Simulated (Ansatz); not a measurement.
Consider BN in the zinc blende structure (space group F-43m, No. 216; a = 3.6097 Å). Axes: x, y, z lie along the cube axes.

Calculations: Ansatz (a program for electronic structure) r2SCAN, spin-orbit coupling left out.

Strains are applied to the cell and any free atomic positions relax; under biaxial strain the out-of-plane vector relaxes too.

One change was made to it. Results:

The band gap drops by 0.057 eV to 4.95 eV; the smallest direct gap falls by 0.26 eV to 9.33 eV; the shortest interatomic distance falls by 0.008 Å, from 1.563 Å to 1.555 Å; the pressure (mean of the normal stresses, compression positive) goes from zero to 0.12 GPa.

Name the change that was made.
(A) biaxial strain −2.72 %, plane normal [110], relaxed out of plane
(B) isotropic strain −1.26 %
(C) uniaxial strain ε_yy = −1.64 %
(D) tensor shear ε_xy = +0.82 %
(E) strain tensor (xx, yy, zz, yz, xz, xy) = (−0.41, −0.75, −0.49, +0.63, −0.31, −0.52) %

D, tensor shear ε_xy = +0.82 %. For comparison, the pressure in the other runs: strain tensor (xx, yy, zz, yz, xz, xy) = (−0.41, −0.75, −0.49, +0.63, −0.31, −0.52) % gives 6.83 GPa; isotropic strain −1.26 % gives 15.98 GPa; uniaxial strain ε_yy = −1.64 % gives 6.68 GPa; biaxial strain −2.72 %, plane normal [110], relaxed out of plane gives 21.15 GPa.

No phonon test of stability was made.
